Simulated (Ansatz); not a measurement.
Re: uniaxial strain ε_xx = −0.50 %

Consider Re in the hcp (Mg type) structure (space group P6_3/mmc, No. 194; a = 2.752 Å, c = 4.440 Å; relaxed with 0.1 eV smearing). Axes: x lies along a and z along c of the hexagonal cell.

The change: uniaxial strain ε_xx = −0.50 %, all other strain components held at zero; the atoms relax in the strained cell.

The values are results of Ansatz (a first-principles code), PBEsol, PAW, cutoff 420 eV, spin-orbit coupling left out, not measurements. k-mesh 24×24×13 (Γ-centred); smearing 0.1 eV (Fermi–Dirac).

Volume per atom: 14.49 Å³ (base 14.56 Å³)
Space group: Cmcm (No. 63) (base P6_3/mmc (No. 194))
Shortest interatomic distance: 2.728 Å (base 2.730 Å)
Energy relative to the base (free energy F): +0.7 meV/atom
Band gap: zero (base zero)
Stress (xx, yy, zz, yz, xz, xy; compression positive): (3.3, 1.5, 1.2, 0.0, 0.0, 0.0) GPa

Cost of the whole job for the changed cell (relaxation, final SCF and bands): roughly 60 core-seconds.

Stability against distortions was not tested. The final runs are not spin-polarised.
